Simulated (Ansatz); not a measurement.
Take TiAl (space group P4/mmm, No. 123; relaxed with 0.1 eV smearing) as the base.

```yaml
crystal:
  lattice:
    - [2.79629, 0.00000, 0.00000]
    - [0.00000, 2.79629, 0.00000]
    - [0.00000, 0.00000, 4.03814]
  atoms:
    - { symbol: Ti, position: [0.00000, 0.00000, 0.00000] }
    - { symbol: Al, position: [0.50000, 0.50000, 0.50000] }
```

Cartesian axes are those of the cell as printed.

All numbers come from DFT with PBEsol, PAW potentials and a 420 eV plane-wave cutoff in Ansatz (an electronic-structure program), spin-orbit coupling left out.

The change: uniaxial strain ε_xx = −1.50 %, all other strain components held at zero; the atoms relax in the strained cell.

**Question.** Predict the stress tensor and what it implies for the stiffness.

**Answer.** Stress of the strained cell less that of the base (GPa, compression positive):
```
    3.3     0.0     0.0
    0.0     1.0     0.0
    0.0     0.0     1.4
```

Then −Δσ_ii/ε with ε = -0.0150 gives secant stiffness values (nonlinear terms included at this strain): C11 ≈ 217 GPa, C12 ≈ 65 GPa and C13 ≈ 95 GPa.

Whether these cells are dynamically stable was not tested. The final runs are not spin-polarised.
